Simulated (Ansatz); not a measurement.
A computed series for hypothetical CdI2 type CeO2: pressure series

The reference is CeO₂ in the CdI2 type structure (space group P-3m1, No. 164; a = 3.602 Å, c = 4.523 Å; a hypothetical phase, not in the database extracts checked).

Cell and atoms are relaxed at each pressure.

Computed with PBE-D3(BJ), PAW, 420 eV (Ansatz, a quantum-chemistry and plane-wave program; without spin-orbit coupling), earlier PAW set.

| P (GPa) | V (Å³/atom) |
|---|---|
| -0.99 | 18.210 |
| 0.29 | 16.714 |
| 0.69 | 16.454 |
| 1.49 | 16.027 |
| 3.00 | 15.432 |
| 4.99 | 14.853 |
| 7.49 | 14.298 |
| 9.99 | 13.855 |

Question: Fit a third-order Birch–Murnaghan equation of state.

Answer: Least squares on P(V) = (3B₀/2)[(V₀/V)^(7/3) − (V₀/V)^(5/3)]·[1 + (3/4)(B₀′ − 4)((V₀/V)^(2/3) − 1)] gives V₀ = 16.96 Å³/atom, B₀ = 21 GPa and B₀′ = 9.6.

Between the base and pressure 1.5 GPa the gap moves from 2.23 eV to 2.16 eV, a mean slope of -42 meV/GPa.

Load acts through the strain it causes; cell and atoms are relaxed under it. Stability against distortions was not tested. Competing high-pressure phases were not computed. Starting moments died away, wholly or in part, for the base; another magnetic solution may exist. The final runs are not spin-polarised.
